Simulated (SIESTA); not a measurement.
Input and output of a self-consistent single point for K₂SnHgTe₄ (P1, 8 atoms in the cell) (SIESTA).

Level of theory: LDA PW92, numerical atomic orbitals DZP, PseudoDojo LDA standard norm-conserving potentials (rewritten from UPF to PSML) (SIESTA).

The change in words: atoms moved at random. Reference geometry:
```
K2SnHgTe4
1.0
   -4.39353     4.39353     3.73584
    4.39353    -4.39353     3.73584
    4.39353     4.39353    -3.73584
K Sn Hg Te
2 1 1 4
Direct
  0.50000   0.00000   0.50000
  0.00000   0.50000   0.50000
  0.00000   0.00000   0.00000
  0.50000   0.50000   0.00000
  0.58681   0.93755   0.00000
  0.06245   0.06245   0.64926
  0.93755   0.58681   0.00000
  0.41319   0.41319   0.35074
```

Reference input (self-consistent single point, DFT, LDA PW92, numerical atomic orbitals DZP, PseudoDojo LDA standard norm-conserving potentials (rewritten from UPF to PSML)): XC.functional = LDA; XC.authors = PW92; potentials = PseudoDojo LDA standard; PAO.BasisSize = DZP; PAO.EnergyShift = 0.005 Ry; MeshCutoff = 400 Ry; kgrid.MonkhorstPack = 3 3 3; OccupationFunction = FD; ElectronicTemperature = 10 K; MaxSCFIterations = 150; SCF.Mixer.Method = Pulay; SCF.Mixer.Weight = 0.25. This run's input differs from it in these lines:

```diff
@@ -20,10 +20,10 @@
 %block AtomicCoordinatesAndAtomicSpecies
-     0.500000000    0.000000000    0.500000000  1
-     0.000000000    0.500000000    0.500000000  1
-     0.000000000    0.000000000    0.000000000  2
-     0.500000000    0.500000000    0.000000000  3
-     0.586810000    0.937550000    0.000000000  4
-     0.062450000    0.062450000    0.649260000  4
-     0.937550000    0.586810000    0.000000000  4
-     0.413190000    0.413190000    0.350740000  4
+     0.502367000   -0.007541000    0.499588000  1
+     0.004917000    0.515435000    0.510265000  1
+    -0.007026000   -0.005771000    0.000704000  2
+     0.492580000    0.495549000   -0.009056000  3
+     0.585972000    0.931284000   -0.002784000  4
+     0.066935000    0.061795000    0.651251000  4
+     0.939154000    0.586239000   -0.001918000  4
+     0.415102000    0.423010000    0.351948000  4
 %endblock AtomicCoordinatesAndAtomicSpecies
```

The program printed (abridged):

```
        iscf     Eharris(eV)        E_KS(eV)     FreeEng(eV)     dDmax    Ef(eV) dHmax(eV)
   scf:    1   -19367.233516   -19572.657196   -19572.657286  1.300399 -2.435048 70.696943
   scf:    2   -19670.768149   -19678.280324   -19678.280324  2.949734 -4.395301 11.907744
   scf:    3   -19684.204001   -19681.664086   -19681.664086  0.808808 -4.236250  4.955138
   scf:    4   -19682.652612   -19682.466551   -19682.466551  0.670573 -4.366600  1.182286
   scf:    5   -19682.511194   -19682.494022   -19682.494022  0.034968 -4.708968  0.183535
   [... 2 lines left out ...]
   scf:    8   -19682.495726   -19682.495718   -19682.495718  0.005262 -4.722751  0.024574
   scf:    9   -19682.495730   -19682.495725   -19682.495725  0.000932 -4.725482  0.011452
   scf:   10   -19682.495727   -19682.495726   -19682.495726  0.000869 -4.727531  0.000420
   scf:   11   -19682.495726   -19682.495726   -19682.495726  0.000014 -4.727615  0.000131
SCF Convergence by DM+H criterion
max |DM_out - DM_in|         :     0.0000141958
max |H_out - H_in|      (eV) :     0.0001310217
SCF cycle converged after 11 iterations

Using DM_out to compute the final energy and forces

siesta: E_KS(eV) =           -19682.4957

siesta: E_KS - E_eggbox =    -19682.4957

siesta: Atomic forces (eV/Ang):
     1    0.026731   -0.061943    0.076402
     2   -0.111893   -0.020294   -0.077299
     3   -0.037714    0.236198    0.580212
     4    0.022967    0.169434   -0.033638
     5    0.279623   -0.210510   -0.279645
     6    0.057445   -0.049032    0.045786
     7    0.022769    0.058442   -0.261794
     8   -0.260284   -0.123591   -0.049712
   Tot   -0.000356   -0.001294    0.000312
   Max    0.580212
   Res    0.184841    sqrt( Sum f_i^2 / 3N )
   Max    0.580212    constrained

   [... lines left out ...]
siesta: FreeEng =    -19682.495726
   [... lines left out ...]
siesta:     0.014502    0.002208    0.000057
siesta:     0.002208    0.013958    0.000094
siesta:     0.000057    0.000094    0.013178

siesta: Cell volume =        288.453260 Ang**3

siesta: Pressure (static):
siesta:                Solid            Molecule  Units
siesta:          -0.00015117         -0.00010099  Ry/Bohr**3
siesta:          -0.01387963         -0.00927285  eV/Ang**3
siesta:         -22.23761194        -14.85674628  kBar
```

The run converged in 11 iterations. Against the reference run the free energy goes up by 4.3 meV/atom, the pressure goes from -2.37 to -2.22 GPa, the largest force goes from 0.184 to 0.628 eV/Å and the gap on the mesh goes from 1.005 to 0.949 eV.

The starting cell comes from a database of computed structures (which also holds hypothetical and non-ambient phases and stackings), without a prior relaxation at this level. For this run, on top of that: atoms moved at random. Spin-orbit coupling is off. Values carry the incompleteness of an atom-centred basis. The basis of the alkali or alkaline-earth atoms may lack their empty d shell, which can raise the gap.

Cost on one core of a shared machine: roughly 4 min.
